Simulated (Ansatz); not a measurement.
**CdI2: energy against strain**

CdI2 (1T layered, P-3m1, 32.611 Å³/atom at rest, c along z) under a strain ε along a direction in the basal plane (axis x), the other axes held. PBEsol-D3(BJ) in Ansatz, a plane-wave DFT program (PAW, default set), 420 eV, 9×9×5 Γ-centred mesh, Fermi-Dirac smearing 0.05 eV; ions are relaxed within the symmetry of each cell.

Here s stands for strain and y for E less E0.

```csv
strain (%),E less E0 (meV/atom)
-1.50,1.17
-1.00,0.51
-0.50,0.12
0.00,0.00
0.50,0.13
1.00,0.50
1.50,1.10
3.00,?
```

**Question.** Fit y against s with a parabola, and predict the withheld value at s = 3.00.

**Answer.** Least squares gives y = 0.000 - 0.0157·s + 0.5048·s². Residuals (row less fit): 0.011, -0.011, -0.014, 0.000, 0.012, 0.011, -0.012; standard error 0.014 (degrees of freedom: 4). Twice the quadratic coefficient over the volume, 2 × 0.5048 meV × 10⁴ × 0.1602 / 32.611 Å³, is the elastic constant C11 = 50 ± 0.6 GPa. At the withheld row, y = 0.000 - 0.0157 × 3.0 + 0.5048 × 3.0² = 4.496 meV/atom. The calculation gives 4.22 meV/atom, 0.276 meV/atom below the prediction (6.5 % of the range of y in the table). The row lies outside the fitted rows, so this is an extrapolation. From the scatter of the fitted rows alone, a prediction at this place has a standard error of 0.055 meV/atom, so the miss is 5.0 times that.

One order more, fitted to all 13 runs of the series, follows each within 0.01, so the miss is the next term of a smooth law. Rows are the converged runs of the series near zero and its far end; series whose fitted rows scatter by over a few per cent of the range, as at a crossing or softening among them, aren't shown in this form. Most that stay on the fit to the last digits aren't either.
